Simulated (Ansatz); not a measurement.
Consider Ta in the bcc (W type) structure (space group Im-3m, No. 229; a = 3.305 Å).

Computed with r2SCAN (Ansatz, a quantum-chemistry and plane-wave program, PAW, spin-orbit coupling left out).

For the base:

| Quantity | Result |
|---|---|
| Lattice parameter a | 3.305 Å |

The change: cell and atoms relaxed at a pressure of 4.5 GPa.

Task: How does this affect the lattice parameter a?

Result: The lattice parameter a decreases by 0.023 Å to 3.282 Å.

Load acts through the strain it causes; cell and atoms are relaxed under it. No phonon test of stability was made. All final runs are without spin polarisation.
